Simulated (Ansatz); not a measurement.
## W under a change: x(Ta) = 0.75, 4 atoms, Cmmm

The reference is W in the bcc (W type) structure (space group Im-3m, No. 229; a = 3.1693 Å).

The other end (x = 1) is Ta in the bcc (W type) structure (space group Im-3m, No. 229): 18.05 Å³/atom, gap zero.

Modification: Ta replaces 75.0 % of the W, ordered in a cell of 4 atoms (starting symmetry Cmmm) and fully relaxed.

All numbers come from r2SCAN, PAW, 500 eV (Ansatz, a program for electronic structure; scalar-relativistic without spin-orbit coupling). Γ-centred 17×17×5 mesh, Fermi–Dirac width 0.05 eV, for the changed cell.

```csv
quantity,base,changed,shift
volume per atom,15.92 Å³,17.42 Å³,+1.50 Å³
density,19.18 g/cm³,17.32 g/cm³,-1.86 g/cm³
shortest interatomic distance,2.745 Å,2.757 Å,+0.012 Å
band gap,zero,zero,–
mixing energy (to 0.01 eV only: unlike meshes or grids),–,-0.03 eV/atom,–
deviation of the volume from the linear (Vegard-type) interpolation,–,-0.5 %,–
```

Final structure:

```
Ta3W
1.0
    1.62263    -2.33263     0.00000
    1.62263     2.33263     0.00000
    0.00000     0.00000     9.20511
W Ta
1 3
Direct
  0.00000   0.00000   0.00000
  0.50000   0.50000   0.24214
  0.00000   0.00000   0.50000
  0.50000   0.50000   0.75786
```

Each cell is one ordered arrangement of few atoms, which overstates ordering effects compared with a random alloy. Stability against distortions was not tested. The final runs are not spin-polarised. An odd electron count without spin: Ta3W.
